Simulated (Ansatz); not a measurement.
Band structure of C (Fd-3m, 2 atoms in the cell).

```
C
1.0
    0.00000     1.75545     1.75545
    1.75545     0.00000     1.75545
    1.75545     1.75545     0.00000
C
2
Direct
  0.50000   0.50000   0.50000
  0.75000   0.75000   0.75000
```

Level of theory: PBE (plane waves, PAW; Ansatz, an electronic-structure program).

Settings: kpoints.mp_grid.grid = 13 13 13; hamiltonian.xc = pbe; hamiltonian.pseudopotentials = {kind: paw} (the program's default PAW files); scf.occupations.method = fermi_dirac; scf.occupations.width = 0.05 eV; kpoints.band_path.npoints = 8.

The starting cell comes from a database of computed structures (which also holds hypothetical and non-ambient phases and stackings), without a prior relaxation at this level. Its lattice was rescaled by a random factor within 2.5 % of one.

Task: Predict the gap along the standard path and the places of the band edges.

Result: The gap along the path is 4.24 eV, from Γ to a point between Γ and X; the smallest direct gap on it is 5.73 eV.

Levels in eV from the top of the valence band on the path, bands 1 to 7:
```csv
point,1,2,3,4,5,6,7
Γ,-22.13,0.00,0.00,0.00,5.73,5.73,5.73
X,-13.11,-13.11,-6.60,-6.60,4.86,4.86,17.53
W,-12.24,-12.24,-8.75,-8.75,10.84,10.84,12.92
K,-13.26,-12.05,-9.79,-5.62,5.81,11.09,14.92
L,-16.07,-13.92,-2.93,-2.93,8.67,8.67,9.48
U,-13.26,-12.05,-9.79,-5.62,5.81,11.09,14.92
```

Keys are those of Ansatz 0.2.
